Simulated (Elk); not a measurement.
Elk run on HfC (Fm-3m, 2 atoms in the cell): self-consistent single point

Method: PBE, all-electron FP-LAPW, Elk's shipped species files, APW+lo basis with extra local orbitals run with Elk.

This input was run:

```
tasks
  0

xctype
  20

rgkmax
  7.5

gmaxvr
  14.0

nxlo
  2

lorbcnd
  .true.

rmtscf
  0.89

lmaxi
  2

swidth
  0.00367493

maxscl
  100

avec
    0.0000000000    4.3841646091    4.3841646091
    4.3841646091    0.0000000000    4.3841646091
    4.3841646091    4.3841646091    0.0000000000

sppath
  './'

atoms
  2
  'Hf.in'
  1
  0.0000000000  0.0000000000  0.0000000000    0.0 0.0 0.0
  'C.in'
  1
  0.5000000000  0.5000000000  0.5000000000    0.0 0.0 0.0

ngridk
  10 10 10
```

Output, abridged:

```
│ Elk code version 10.2.4 │

All units are atomic (Hartree, Bohr, etc.)

│ Ground-state run starting from atomic densities │

Lattice vectors :
   0.000000000       4.384164609       4.384164609
   4.384164609       0.000000000       4.384164609
   4.384164609       4.384164609       0.000000000

Unit cell volume      :    168.5351731
Brillouin zone volume :    1.471800864

Muffin-tin inner radius fraction :   0.1000000000E-01

Nuclei treated as point charges

Species :    1 (Hf)
 parameters loaded from : Hf.in
 name : hafnium
 nuclear charge    :   -72.00000000
 electronic charge :    72.00000000
 atomic mass :    325367.3656
 muffin-tin radius :    2.492000000
 number of radial points in muffin-tin :    697
 atomic positions (lattice), magnetic fields (Cartesian) :
   1 :   0.00000000  0.00000000  0.00000000    0.00000000  0.00000000  0.00000000

Species :    2 (C)
 parameters loaded from : C.in
 name : carbon
 nuclear charge    :   -6.000000000
 electronic charge :    6.000000000
 atomic mass :    21894.16672
 muffin-tin radius :    1.602000000
 number of radial points in muffin-tin :    297
 atomic positions (lattice), magnetic fields (Cartesian) :
   1 :   0.50000000  0.50000000  0.50000000    0.00000000  0.00000000  0.00000000

Total number of atoms per unit cell :    2

Spin treatment :
 spin-unpolarised

Number of Bravais lattice symmetries :   48
Number of crystal symmetries         :   48
Crystal has inversion symmetry
Real symmetric eigensolver will be used

k-point grid :     10    10    10
k-point offset :    0.000000000       0.000000000       0.000000000
k-point set is reduced with full crystal symmetry group
Total number of k-points :       47

Muffin-tin radius times maximum |G+k| :    7.500000000
 using average radius
Maximum |G+k| for APW functions       :    3.663898388
Maximum (1/2)|G+k|²                   :    6.712075698
Maximum |G| for potential and density :    14.00000000
 potential will be trimmed for |G| > 2 gkmax
Constant for pseudocharge density :    9
Radial integration step length :    4

G-vector grid sizes :     28    28    28
Number of G-vectors :     7799

Maximum angular momentum used for
 APW functions                      :    8
 outer part of muffin-tin           :    6
 inner part of muffin-tin           :    2

Total nuclear charge    :   -78.00000000
Total core charge       :    48.00000000
Total valence charge    :    30.00000000
Total excess charge     :    0.000000000
Total electronic charge :    78.00000000

Effective Wigner radius, rₛ :   0.8019902955

Number of empty states         :    8
Total number of valence states :   23
Total number of core states    :   48

Conduction state local-orbitals added automatically
Total number of local-orbitals :  162

Exchange-correlation functional :     20     0     0
 Perdew-Burke-Ernzerhof, Phys. Rev. Lett. 77, 3865 (1996)
 gradient requirement :    1
 generalised gradient approximation (GGA)

Smearing type :    3
 Fermi-Dirac
Smearing width :   0.3674930000E-02
Effective electronic temperature (K) :    1160.451112

Mixing type :    3
 Broyden mixing, J. Phys. A: Math. Gen. 17, L317 (1984)

Kohn-Sham potential initialised from atomic data

│ Self-consistent loop started │
│ Loop number : 1 │
 total energy                :     -15125.9113817
│ Loop number : 2 │
 total energy                :     -15126.5550135
RMS change in Kohn-Sham potential (target) :    2.194344533     (  0.1000000000E-05)
Absolute change in total energy (target)   :   0.6436317861     (  0.1000000000E-03)
│ Loop number : 3 │
 total energy                :     -15126.0755838
RMS change in Kohn-Sham potential (target) :    2.163884747     (  0.1000000000E-05)
Absolute change in total energy (target)   :   0.3185217444     (  0.1000000000E-03)
│ Loop number : 4 │
 total energy                :     -15131.7731778
RMS change in Kohn-Sham potential (target) :    1.083605483     (  0.1000000000E-05)
Absolute change in total energy (target)   :    5.617963562     (  0.1000000000E-03)
│ Loop number : 5 │
 total energy                :     -15133.9065606
RMS change in Kohn-Sham potential (target) :   0.3551763547     (  0.1000000000E-05)
Absolute change in total energy (target)   :    3.537873663     (  0.1000000000E-03)
│ Loop number : 6 │
 total energy                :     -15135.5034077
RMS change in Kohn-Sham potential (target) :   0.8390130364E-01 (  0.1000000000E-05)
Absolute change in total energy (target)   :    2.481315500     (  0.1000000000E-03)
│ Loop number : 7 │
 total energy                :     -15136.0250926
RMS change in Kohn-Sham potential (target) :   0.1329003158E-01 (  0.1000000000E-05)
Absolute change in total energy (target)   :    1.142013774     (  0.1000000000E-03)
│ Loop number : 8 │
 total energy                :     -15136.1805843
RMS change in Kohn-Sham potential (target) :   0.3791165177E-02 (  0.1000000000E-05)
Absolute change in total energy (target)   :   0.4409951314     (  0.1000000000E-03)
│ Loop number : 9 │
 total energy                :     -15136.2135218
RMS change in Kohn-Sham potential (target) :   0.5518968180E-02 (  0.1000000000E-05)
Absolute change in total energy (target)   :   0.1431863588     (  0.1000000000E-03)
│ Loop number : 10 │
 total energy                :     -15136.1783254
RMS change in Kohn-Sham potential (target) :   0.3249627153E-02 (  0.1000000000E-05)
Absolute change in total energy (target)   :   0.6001841066E-03 (  0.1000000000E-03)
│ Loop number : 11 │
 total energy                :     -15136.1462436
RMS change in Kohn-Sham potential (target) :   0.8595662808E-03 (  0.1000000000E-05)
Absolute change in total energy (target)   :   0.3193177694E-01 (  0.1000000000E-03)
│ Loop number : 12 │
 total energy                :     -15136.1344440
RMS change in Kohn-Sham potential (target) :   0.4337256504E-04 (  0.1000000000E-05)
Absolute change in total energy (target)   :   0.1978252973E-01 (  0.1000000000E-03)
│ Loop number : 13 │
 total energy                :     -15136.1336497
RMS change in Kohn-Sham potential (target) :   0.1655343059E-04 (  0.1000000000E-05)
Absolute change in total energy (target)   :   0.5739962267E-02 (  0.1000000000E-03)
│ Loop number : 14 │
 total energy                :     -15136.1336032
RMS change in Kohn-Sham potential (target) :   0.7313117489E-05 (  0.1000000000E-05)
Absolute change in total energy (target)   :   0.1481477753E-02 (  0.1000000000E-03)
│ Loop number : 15 │
 total energy                :     -15136.1335911
RMS change in Kohn-Sham potential (target) :   0.2568680985E-05 (  0.1000000000E-05)
Absolute change in total energy (target)   :   0.3824322939E-03 (  0.1000000000E-03)
│ Loop number : 16 │
 total energy                :     -15136.1335141
RMS change in Kohn-Sham potential (target) :   0.7050012644E-06 (  0.1000000000E-05)
Absolute change in total energy (target)   :   0.1726328119E-03 (  0.1000000000E-03)
│ Loop number : 17 │
 total energy                :     -15136.1335229
RMS change in Kohn-Sham potential (target) :   0.3135380397E-06 (  0.1000000000E-05)
Absolute change in total energy (target)   :   0.3439644388E-04 (  0.1000000000E-03)
Convergence targets achieved

│ Loop number : 18 │

Energies :
 Fermi                       :     0.429595292457
 sum of eigenvalues          :     -9241.79686892
 electron kinetic            :      16926.8134773
 core electron kinetic       :      16381.4310665
 Coulomb                     :     -31747.4607127
 Coulomb potential           :     -25756.1602178
 nuclear-nuclear             :     -1175.05112220
 electron-nuclear            :     -35388.6589631
 Hartree                     :      4816.24937264
 Madelung                    :     -18869.3806037
 xc potential                :     -412.450128359
 exchange                    :     -310.958587533
 correlation                 :     -4.52729642414
 electron entropic           :    -0.394666482837E-03
 total energy                :     -15136.1335140

Density of states at Fermi energy :    8.860538231
 (states/Hartree/unit cell)

Estimated indirect band gap :   0.3547673412E-02
 from k-point     16 to k-point      2
Estimated direct band gap   :   0.1425074159E-01
 at k-point      2

Charges :
 core                        :    48.00000000
 valence                     :    30.00000000
 interstitial                :    3.503532748
 muffin-tins (core leakage)
  species :    1 (Hf)
   atom    1                 :    69.80477049     (  0.3571198889E-05)
  species :    2 (C)
   atom    1                 :    4.691696758     (  0.2045283076E-04)
 total in muffin-tins        :    74.49646725
 total calculated charge     :    77.99493757
 total charge                :    78.00000000
 error                       :   0.5062433551E-02

│ Self-consistent loop stopped │
```

The run converged in 18 iterations. The count includes the last loop, which Elk runs after its targets are met.

The starting cell has typed, rounded lattice constants, without a prior relaxation at this level. Spin-orbit coupling is off. Values depend on the basis (sphere radii, cutoffs, local orbitals), which need not be converged. The log's line on a gap gives a spacing of levels on this mesh, which the program prints for metals too.
